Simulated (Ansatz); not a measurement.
**Response to strain in Al**

Start from Al in the fcc (Cu type) structure (space group Fm-3m, No. 225; a = 4.0155 Å; relaxed with 0.1 eV smearing).

Strains are applied to the cell and any free atomic positions relax.

The values are results of PBEsol (Ansatz, a program for electronic structure, PAW, without spin-orbit coupling), not measurements.

Notes on the quantities. energy relative to the base: free energy F.

```
case                      pressure  volume per atom  energy relative to the base
------------------------  --------  ---------------  ---------------------------
base                       0.0 GPa         16.19 Å³                   0 meV/atom
isotropic strain −3.00 %   9.2 GPa         14.77 Å³                 +37 meV/atom
isotropic strain −2.50 %   7.4 GPa         15.00 Å³                 +25 meV/atom
isotropic strain −2.00 %   5.7 GPa         15.23 Å³                 +16 meV/atom
isotropic strain −1.50 %   4.1 GPa         15.47 Å³                +8.8 meV/atom
isotropic strain −1.00 %   2.6 GPa         15.71 Å³                +3.8 meV/atom
isotropic strain −0.50 %   1.3 GPa         15.94 Å³                +0.9 meV/atom
isotropic strain +0.50 %  -1.2 GPa         16.43 Å³                +0.9 meV/atom
isotropic strain +1.00 %  -2.3 GPa         16.68 Å³                +3.6 meV/atom
isotropic strain +2.00 %  -4.3 GPa         17.18 Å³                 +14 meV/atom
```

Whether these cells are dynamically stable was not tested.
